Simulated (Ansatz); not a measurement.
We consider NiAs-type NiSb, described by RPBE (Ansatz, a program for electronic structure, plane waves, PAW).

Settings: plane-wave cutoff 520 eV, 18×18×12 k mesh (along the axes of the cell as run), Fermi–Dirac smearing 0.05 eV, no spin polarisation, scalar-relativistic PAW data made under PBE.

Results at a series of volumes:

| V (Å³/atom) | E − E_lowest (meV/atom) |
|---|---|
| 17.381 | 10.06 |
| 17.743 | 2.42 |
| 18.105 | 0.00 |
| 18.468 | 2.20 |
| 18.830 | 8.48 |

**Question.** Fit the third-order Birch–Murnaghan equation and give B0 and B′.

**Answer.** V0 = 18.107 Å³/atom, B0 = 102 GPa, B′ = 5.1 (fit to the energies at full precision).

Shape and atoms are relaxed at each volume.

Note: the bulk modulus comes from volumes at which shape and atoms were relaxed.

Spin–orbit coupling is not included.

Static lattice: no zero-point or thermal effects.

Computing time: roughly 7 core-minutes.
